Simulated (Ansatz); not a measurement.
For GePt (model structure, started from the CsCl type, Pm-3m, No. 221, 2 atoms in the cell), PBEsol (plane waves, PAW; Ansatz, a program for electronic structure) gives:

```
Item                   Value
-------------------  -------
lattice parameter a  3.142 Å
bulk modulus B0      165 GPa
```

Task: What does r²SCAN (PAW; Ansatz) give for the same quantities?

Result: 
- lattice constant a: 3.158 Å (grows by 0.5 %)
- bulk modulus: 156 GPa (shrinks by 5.5 %)

Changes are worked out from the printed values.

Unless a cell is named, each level is at its own relaxed cell (PBEsol 15.51, r²SCAN 15.75 Å³/atom).

Levels without +SOC leave out spin–orbit coupling, which shifts energies and cells of such heavy elements.

The crystal itself was run without spin with PBEsol, r²SCAN; a magnetic state was not tried in these runs.

Caveats: the bulk modulus is −V dP/dV from two relaxed cells at ±2 % in volume (PBEsol, r²SCAN). Ansatz's density-functional and Hartree–Fock values are scalar-relativistic unless marked +SOC, with PAW data made under PBE.

A model structure was made by putting elements into a prototype or built by hand; it is no filed structure, need not be a known phase, and can be a saddle point held by its symmetry.
